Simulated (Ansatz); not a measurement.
For InP (model structure, P3m1, No. 156, 20 atoms in the cell), PBEsol in Ansatz (PAW) gives:

| Property | Value |
|---|---|
| lattice parameter a | 4.153 Å |
| c axis length | 33.983 Å |
| cohesive energy | 3.52 eV/atom |
| band gap | 0.59 eV |

What does r²SCAN (plane waves, PAW; Ansatz, an electronic-structure program) give for the same quantities?


- lattice constant a: 4.174 Å (rises by 0.5 %)
- lattice parameter c: 34.154 Å (goes up by 0.5 %)
- cohesive energy: 3.27 eV/atom (drops by 0.25 eV/atom)
- band gap: 1.05 eV (increases by 0.46 eV)

Changes are worked out from the printed values.

Unless a cell is named, each level is at its own relaxed cell (PBEsol 25.38, r²SCAN 25.76 Å³/atom).

Levels without +SOC leave out spin–orbit coupling, which shifts energies and cells of such heavy elements.

Spin–orbit coupling is included only where a level's name says +SOC; with heavier elements it mostly lowers gaps and can invert bands. Density-functional gaps are differences of (generalised) Kohn–Sham levels.

Ansatz's density-functional and Hartree–Fock values are scalar-relativistic unless marked +SOC, with PAW data made under PBE.

A model structure was made by putting elements into a prototype or built by hand; it is no filed structure, need not be a known phase, and can be a saddle point held by its symmetry.
